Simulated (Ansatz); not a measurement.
**NbN, alloy series**

Start from NbN in the rock salt structure (space group Fm-3m, No. 225; a = 4.380 Å).

The other end (x = 1) is TaN in the rock salt structure (space group Fm-3m, No. 225): 10.46 Å³/atom, gap zero; this end may not be an ambient phase.

Ta replaces a fraction x of Nb; each row is one arrangement (x, atoms in the cell, starting space group or random), fully relaxed.

All numbers come from Ansatz (a program for electronic structure), PBEsol, PAW, cutoff 420 eV, no SOC, earlier PAW set.

Candidates:
(a) x(Ta) = 0.25, 8 atoms, P4/mmm
(b) x(Ta) = 0.333, 6 atoms, Immm
(c) x(Ta) = 0.75, 8 atoms, Pm-3m

Before the change:

The shortest interatomic distance is 2.190 Å.

Problem. Order them by shortest interatomic distance, lowest first.

Solution. (b) x(Ta) = 0.333, 6 atoms, Immm (2.148 Å), (a) x(Ta) = 0.25, 8 atoms, P4/mmm (2.165 Å), (c) x(Ta) = 0.75, 8 atoms, Pm-3m (2.188 Å)

These are small ordered cells, not random alloys; other orderings at the same x differ. Whether these cells are dynamically stable was not tested. The final runs are not spin-polarised. This is not the structure that TaN has at room temperature and ambient pressure.
